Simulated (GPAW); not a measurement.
GPAW run on TiCo (Pm-3m, 2 atoms in the cell): self-consistent single point.

Method: PBE, GPAW PAW datasets PBE (gpaw-data 1.0.1) (plane waves; GPAW).

The change in words: lattice scaled by 0.98. Reference geometry:
```xyz
2
Lattice="2.9551 0.0000 0.0000 0.0000 2.9551 0.0000 0.0000 0.0000 2.9551" Properties=species:S:1:pos:R:3 pbc="T T T"
Ti     0.0000     0.0000     0.0000
Co     1.4775     1.4775     1.4775
```
Moments meant for the start (each program seeds them in its own way; μB, in the order of the atoms Ti Co): 1.0 3.0.

Reference input (self-consistent single point, DFT PBE, plane waves, GPAW PAW datasets PBE (gpaw-data 1.0.1)): spinpol = true; mode = pw; ecut = 850 eV; xc = PBE; kpts = 8 8 8; mesh shift (steps) = 0 0 0; occupations.name = methfessel-paxton; occupations.width = 0.1 eV; occupations.order = 0; nbands = -6; convergence.density = 1e-05 e/electron; convergence.energy = 1e-05 eV/electron. This run's input differs from it in these lines:

```diff
@@ -5,5 +5,5 @@
 atoms = Atoms(['Ti', 'Co'],
-              cell=[[2.955054, 0.000000, 0.000000],
-                    [0.000000, 2.955054, 0.000000],
-                    [0.000000, 0.000000, 2.955054]],
+              cell=[[2.895953, 0.000000, 0.000000],
+                    [0.000000, 2.895953, 0.000000],
+                    [0.000000, 0.000000, 2.895953]],
               scaled_positions=[[0.000000, 0.000000, 0.000000],
```

Output, abridged:

```
     iter     time        total  log10-change:  magmom
                         energy   eigst   dens
iter:   1 --:--:--   -15.309210                   +4.0102
iter:   2 --:--:--   -15.952113   -0.94  -1.33    +1.9792
iter:   3 --:--:--   -15.824251   -1.49  -1.35    +0.9075
iter:   4 --:--:--   -16.142477   -1.43  -1.48    +0.8944
iter:   5 --:--:--   -16.393991   -0.60  -1.41    +0.8675
   [... 33 lines left out ...]
iter:  39 --:--:--   -15.665413   -6.32  -2.75    +0.0000
iter:  40 --:--:--   -15.665033   -5.03  -2.76    +0.0000
iter:  41 --:--:--   -15.664315   -3.35  -2.78    +0.0000
iter:  42 --:--:--   -15.664225   -5.40  -3.30    +0.0000
iter:  43 --:--:--   -15.664215c  -6.21  -3.44    +0.0000
iter:  44 --:--:--   -15.664216c  -5.75  -3.47    +0.0000
iter:  45 --:--:--   -15.664200c  -5.57  -4.01    +0.0000
iter:  46 --:--:--   -15.664201c  -7.21  -4.54    +0.0000
iter:  47 --:--:--   -15.664202c  -7.91c -4.62    +0.0000
iter:  48 --:--:--   -15.664202c  -8.61c -4.72    +0.0000
iter:  49 --:--:--   -15.664203c  -8.49c -4.89    +0.0000
iter:  50 --:--:--   -15.664203c  -9.01c -4.92    -0.0000
iter:  51 --:--:--   -15.664203c  -9.95c -5.01c   -0.0000
Converged after 51 iterations.

Dipole moment: (-0.000000, -0.000000, -0.000000) |e|*Ang

Total magnetic moment: (0.000000, 0.000000, -0.000000)
Local magnetic moments:
   0 Ti ( 0.000000,  0.000000,  0.000000)
   1 Co ( 0.000000,  0.000000, -0.000000)

Energy contributions relative to reference atoms: (reference = -61126.724187)

Kinetic:        +24.290455
Potential:      -21.260570
External:        +0.000000
XC:             -18.689977
Entropy (-ST):   -0.007935
Local:           -0.000143
SIC:             +0.000000
--------------------------
Free energy:    -15.668170
Extrapolated:   -15.664203

Spin contamination: 0.000000 electrons
Showing only first 2 kpts
                      Up                     Down
 Kpt  Band  Eigenvalues  Occupancy  Eigenvalues  Occupancy
  0     8      9.83719    1.00000      9.83719    1.00000
   [... lines left out ...]

Fermi level: 11.45804

No gap
No difference between direct/indirect transitions
Energy (eV): -15.664203

Forces in eV/Ang:
  0 Ti    0.00000    0.00000    0.00000
  1 Co   -0.00000   -0.00000    0.00000

Stress tensor:
    -0.106354     0.000000     0.000000
     0.000000    -0.106354     0.000000
     0.000000     0.000000    -0.106354
Stress (GPa, Voigt): [-17.0398 -17.0398 -17.0398   0.       0.       0.    ]
```

The run converged in 51 iterations. GPAW prints stress with tension positive. Against the reference run the free energy rises by 54.8 meV/atom, the pressure goes from 6.60 to 17.04 GPa and the size of the net moment goes from 0.46 to 0.00 μB/atom.

The starting cell comes from a database of computed structures (which also holds hypothetical and non-ambient phases and stackings), without a prior relaxation at this level. Its lattice was rescaled by a random factor within 2.5 % of one. For this run, on top of that: lattice scaled by 0.98. The starting moments vanished: the run ended non-magnetic, which need not be the lowest state. With a pressure of about 17 GPa the cell is away from its equilibrium volume at this level.

Cost on one core of a shared machine: roughly 2 min.
